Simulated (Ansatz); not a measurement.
The parent structure is SnO2 in the rutile structure (space group P4_2/mnm, No. 136; a = 4.722 Å, c = 3.190 Å).

The values are results of Kohn–Sham DFT with the LDA functional, run in Ansatz (an electronic-structure program) with PAW and 420 eV plane waves, no spin-orbit coupling, not measurements.

Before the change:

- Electron mass = 0.18 mₑ along c, 0.20 mₑ across (at Γ)
- Valence-band top at Γ = 0.00, -0.80, -0.80 eV

One thing is altered: a hydrostatic pressure of 0.9 GPa.

### Question
What happens to the electron mass?

### Answer
The electron mass goes from 0.18 mₑ along c, 0.20 mₑ across (at Γ) to 0.18 mₑ along c, 0.21 mₑ across (at Γ).

### Question
Estimate the effect on the valence-band top at Γ.

### Answer
The valence-band top at Γ (three highest levels, from the VBM) remains 0.00, -0.80, -0.80 eV.

The levels and masses belong to the bands next to the band gap. Load acts through the strain it causes; cell and atoms are relaxed under it. Effective masses come from finite differences of ±0.01 Å⁻¹. No phonon test of stability was made.
